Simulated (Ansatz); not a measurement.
## Response to strain in hypothetical zinc blende BiB

The reference is BiB in the zinc blende structure (space group F-43m, No. 216; a = 5.490 Å; a hypothetical phase, not in the database extracts checked). Axes: x, y, z lie along the cube axes.

Strains are applied to the cell and any free atomic positions relax; under biaxial strain the out-of-plane vector relaxes too.

All numbers come from Ansatz (an electronic-structure program) r2SCAN, no spin-orbit coupling.

Notes on the quantities. energy relative to the base: free energy F; pressure: mean of the normal stresses, compression positive.

```tsv
change	band gap	energy relative to the base	pressure	space group
base	0.39 eV	0 meV/atom	0.00 GPa	F-43m (No. 216)
biaxial strain −0.71 %, plane normal [110], relaxed out of plane	0.45 eV	+1.3 meV/atom	0.96 GPa	Imm2 (No. 44)
isotropic strain −5.97 %	0.74 eV	+0.206 eV/atom	22.36 GPa	F-43m (No. 216)
uniaxial strain ε_zz = −2.49 %	0.44 eV	+6.0 meV/atom	2.13 GPa	I-4m2 (No. 119)
```

Spin-orbit coupling, missing from the scalar runs, can matter with Bi. No phonon test of stability was made.
